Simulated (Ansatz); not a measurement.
**Short convergence ladders for HfPd₂ (I4mm, 3 atoms in the cell)**

```
CELL_PARAMETERS angstrom
     -1.69453     1.69453     4.34401
      1.69453    -1.69453     4.34401
      1.69453     1.69453    -4.34401
ATOMIC_POSITIONS crystal
  Hf 0.00575 0.00575 0.00000
  Pd 0.33903 0.33903 0.00000
  Pd 0.66097 0.66097 0.00000
```

Base method: PBEsol, default PAW files made with PBE (plane waves; Ansatz, an electronic-structure program).

Base settings: basis.ecutwfc = 420 eV; kpoints.mp_grid.grid = 14 14 14; hamiltonian.xc = pbesol; hamiltonian.pseudopotentials = {kind: paw} (the program's default PAW files); scf.occupations.method = fermi_dirac; scf.occupations.width = 0.1 eV.

The count of work is k-points × plane waves × bands × iterations; it is no time. Core times come from one kind of shared machine, to one figure; runs under 30 s give none.

**Shifted k-point meshes**

In this ladder: kpoints.mp_grid.shift = 0.5 0.5 0.5.

Only quantities that move along the ladder and can be compared are tabulated.

| kpoints.mp_grid.grid | free energy less the last step's (meV/atom) | pressure (GPa) | largest difference of a force vector from the last step's (eV/Å) | count of work / last |
|---|---|---|---|---|
| 2 2 2 | 268.78 | -1.80 | 0.194 | 0.0019 |
| 4 4 4 | 5.24 | -0.73 | 0.043 | 0.0061 |
| 6 6 6 | -4.62 | -1.26 | 0.004 | 0.016 |
| 8 8 8 | -1.77 | -1.30 | 0.005 | 0.031 |
| 29 29 29 | 0.00 | -1.20 | 0.000 | 1.0 |

Coarsest kpoints.mp_grid.grid that holds the free energy within 2 meV/atom: not settled: the last two steps still differ by 1.8 meV/atom, over half the tolerance, so the ladder does not show it.

Coarsest kpoints.mp_grid.grid that holds the forces within 0.01 eV/Å of the last step, with all finer ones: 6 6 6, at 0.016 of the last step's count of work; the step before is off by 0.043 eV/Å.

Coarsest kpoints.mp_grid.grid that holds the pressure within 0.2 GPa of the last step, with all finer ones: 6 6 6, at 0.016 of the last step's count of work; the step before is off by 0.48 GPa.

**The k-point mesh at a smearing width of 0.05 eV**

In this ladder: scf.occupations.width = 0.05 eV.

The second cell is the first with its lattice scaled by 0.98.

Only quantities that move along the ladder and can be compared are tabulated.

```tsv
kpoints.mp_grid.grid	free energy less the last step's (meV/atom)	energy of the compressed cell less the first (meV/atom)	pressure (GPa)	largest difference of a force vector from the last step's (eV/Å)	count of work / last
5 5 5	7.74	25.73	-1.52	0.017	0.022
7 7 7	4.36	28.84	-1.05	0.019	0.048
10 10 10	-0.42	27.22	-1.32	0.009	0.12
15 15 15	0.06	27.60	-1.26	0.002	0.35
22 22 22	0.00	27.67	-1.24	0.000	1.0
```

Coarsest kpoints.mp_grid.grid that holds the forces within 0.005 eV/Å of the last step, with all finer ones: 15 15 15, at 0.35 of the last step's count of work; the step before is off by 0.009 eV/Å.

Coarsest kpoints.mp_grid.grid that holds the energy of the compressed cell less the first within 0.5 meV/atom of the last step, with all finer ones: 10 10 10, at 0.12 of the last step's count of work; the step before is off by 1.2 meV/atom.

Coarsest kpoints.mp_grid.grid that holds the free energy within 2 meV/atom of the last step, with all finer ones: 10 10 10, at 0.12 of the last step's count of work; the step before is off by 4.4 meV/atom.

**The mesh under tetrahedron occupations**

In this ladder: scf.occupations.method = tetrahedron; scf.occupations.width = default.

Only quantities that move along the ladder and can be compared are tabulated.

```csv
kpoints.mp_grid.grid,free energy less the last step's (meV/atom),pressure (GPa),largest difference of a force vector from the last step's (eV/Å),count of work / last,core time / last (rough)
6 6 6,-8.69,-1.20,0.034,0.013,–
9 9 9,0.29,-1.14,0.016,0.031,–
13 13 13,-0.21,-1.24,0.009,0.082,0.08
21 21 21,0.02,-1.25,0.001,0.30,0.4
32 32 32,0.00,-1.26,0.000,1.0,1
```

Coarsest kpoints.mp_grid.grid that holds the free energy within 1 meV/atom of the last step, with all finer ones: 9 9 9, at 0.031 of the last step's count of work; the step before is off by 8.7 meV/atom.

Coarsest kpoints.mp_grid.grid that holds the pressure within 0.05 GPa of the last step, with all finer ones: 13 13 13, at 0.082 of the last step's count of work and about 0.08 of the last step's time; the step before is off by 0.12 GPa.

Coarsest kpoints.mp_grid.grid that holds the forces within 0.02 eV/Å of the last step, with all finer ones: 9 9 9, at 0.031 of the last step's count of work; the step before is off by 0.034 eV/Å.

On the base run: the starting cell comes from a database of computed structures (which also holds hypothetical and non-ambient phases and stackings), without a prior relaxation at this level. Its lattice was rescaled by up to half a per cent. One atom was moved a little off its site on purpose. Spin polarisation is off. Ansatz's pressure includes its estimate of the finite-basis (Pulay) stress.

Keys are those of Ansatz 0.2.
